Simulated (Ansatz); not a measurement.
```
CELL_PARAMETERS angstrom
     21.00000     0.00000     0.00000
      0.00000    21.00000     0.00000
      0.00000     0.00000     4.34606
ATOMIC_POSITIONS crystal
  B  0.72866 0.50000 0.66665
  N  0.72304 0.55976 0.83335
  N  0.73091 0.50000 0.33335
  B  0.69803 0.61433 0.66665
  N  0.66328 0.66328 0.83335
  B  0.72087 0.55918 0.16665
  N  0.69998 0.61546 0.33335
  B  0.61433 0.69803 0.66665
  N  0.55976 0.72304 0.83335
  B  0.66169 0.66169 0.16665
  N  0.61546 0.69998 0.33335
  B  0.50000 0.72866 0.66665
  N  0.44024 0.72304 0.83335
  B  0.55918 0.72087 0.16665
  N  0.50000 0.73091 0.33335
  B  0.38567 0.69803 0.66665
  N  0.33672 0.66328 0.83335
  B  0.44082 0.72087 0.16665
  N  0.38454 0.69998 0.33335
  B  0.30197 0.61433 0.66665
  N  0.27696 0.55976 0.83335
  B  0.33831 0.66169 0.16665
  N  0.30002 0.61546 0.33335
  B  0.27134 0.50000 0.66665
  N  0.27696 0.44024 0.83335
  B  0.27913 0.55918 0.16665
  N  0.26909 0.50000 0.33335
  B  0.30197 0.38567 0.66665
  N  0.33672 0.33672 0.83335
  B  0.27913 0.44082 0.16665
  N  0.30002 0.38454 0.33335
  B  0.38567 0.30197 0.66665
  N  0.44024 0.27696 0.83335
  B  0.33831 0.33831 0.16665
  N  0.38454 0.30002 0.33335
  B  0.50000 0.27134 0.66665
  N  0.55976 0.27696 0.83335
  B  0.44082 0.27913 0.16665
  N  0.50000 0.26909 0.33335
  B  0.61433 0.30197 0.66665
  N  0.66328 0.33672 0.83335
  B  0.55918 0.27913 0.16665
  N  0.61546 0.30002 0.33335
  B  0.69803 0.38567 0.66665
  N  0.72304 0.44024 0.83335
  B  0.66169 0.33831 0.16665
  N  0.69998 0.38454 0.33335
  B  0.72087 0.44082 0.16665
```

Calculation: PBE (plane waves to 420 eV, PAW; Ansatz, a first-principles code). Mesh 1×1×8. No spin polarisation. Isolated but for its images some 11 Å away. An idealised model, rolled from the flat sheet. Only distortions within the start's symmetry and period were free.

Problem. Tabulate the two highest filled and two lowest empty levels along the axis, from the valence top.

Solution. 
```tsv
k (2π/c)	v2 (eV)	v1 (eV)	c1 (eV)	c2 (eV)
0.000	0.00	0.00	4.18	4.29
0.042	-0.02	-0.02	4.22	4.33
0.083	-0.08	-0.08	4.35	4.44
0.125	-0.18	-0.18	4.52	4.56
0.167	-0.31	-0.31	4.62	4.81
0.208	-0.41	-0.41	4.74	4.94
0.250	-0.48	-0.48	4.89	4.93
0.292	-0.56	-0.56	4.94	4.94
0.333	-0.66	-0.66	4.97	4.97
0.375	-0.77	-0.77	–	–
0.417	-0.83	-0.83	4.97	4.97
0.458	-0.82	-0.82	4.93	4.93
0.500	-0.81	-0.81	4.92	4.92
```
A dash stands for levels within 1 eV of the vacuum level or above it.
